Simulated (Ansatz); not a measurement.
**SnTe (F-43m, No. 216, 2 atoms in the cell; start mp-16364)**

All values below come from PBEsol in Ansatz (PAW).

Run with plane-wave cutoff 500 eV, 10×10×10 k mesh, Fermi–Dirac smearing 0.05 eV, scalar-relativistic PAW data made under PBE.

Cell (relaxed at this level):

```cif
data_SnTe
_chemical_formula_sum 'Sn1 Te1'
_space_group_name_H-M_alt 'P 1'
_space_group_IT_number 1
_cell_length_a 5.00712
_cell_length_b 5.00712
_cell_length_c 5.00712
_cell_angle_alpha 60.000
_cell_angle_beta 60.000
_cell_angle_gamma 60.000
loop_
_space_group_symop_operation_xyz
  'x, y, z'
loop_
_atom_site_label
_atom_site_type_symbol
_atom_site_fract_x
_atom_site_fract_y
_atom_site_fract_z
_atom_site_occupancy
Sn1 Sn 0.00000 0.00000 0.00000 1
Te1 Te 0.75000 0.75000 0.75000 1
```

```
Property         Result
--------  -------------
band gap  zero (no gap)
```

Note: the relaxation could not lower the start's symmetry, so the cell can be a saddle point above a distorted one.

Spin–orbit coupling is not included.

Computed values are for the static lattice.

A start named mp-… is a Materials Project structure, which need not be a measured phase.

Ansatz is a first-principles code.
